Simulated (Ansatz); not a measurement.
## Ti on the 1x1 (111) surface of fcc Au (the real clean face reconstructs), one in a 2x2 cell, started at the site 'bridge Au-Au (span 2.9 Å)'

The numbers are results of PBE (plane waves to 420 eV, PAW; Ansatz, an electronic-structure program), not measurements.

Set-up: 17 atoms, 7.2 Å thick at the start under the adsorbate (thin: gaps and levels are the slab's own); mesh 6x6x1; 0.1 eV smearing; dipole correction on; 8 atoms held, the rest relaxed; held to the start's symmetry, so lower structures may exist; spin-polarised, no spin-orbit, no U, no dispersion correction. At the end it is bonded to 4 Au. In PBE this state lies 0.05 eV over the lowest of the starts that converged ('top Au', where the adsorbate rearranged the host).

```
Item                                                                                                                                                                            Value
----------------------------------------------------------------------------------------------  -------------------------------------------------------------------------------------
energy of the end state, in which the adsorbate rearranged the host, against an atom of hcp Ti                                                                                1.64 eV
work function of the top face                                                                                                                                                 3.67 eV
change of the work function                                                                                                                                                  -1.45 eV
change of the step from the bottom to the top vacuum level, against the clean slab                                                                                           -1.54 eV
energy released by relaxation                                                                                                                                                 1.29 eV
height of the binding atom over the mean of the host atoms within 0.3 Å of the top one                                                                                        0.412 Å
magnetic moment of the cell                                                                                                                                                   0.45 μB
largest move of a host atom                                                                                                                                                    1.43 Å
caution                                                                                         the host itself rearranges in this cell, so the energy holds part of a reconstruction
cost                                                                                                                                                        very roughly 3 core-hours
```

A negative adsorption energy means that the adsorbate is more stable on the surface than in its reference.
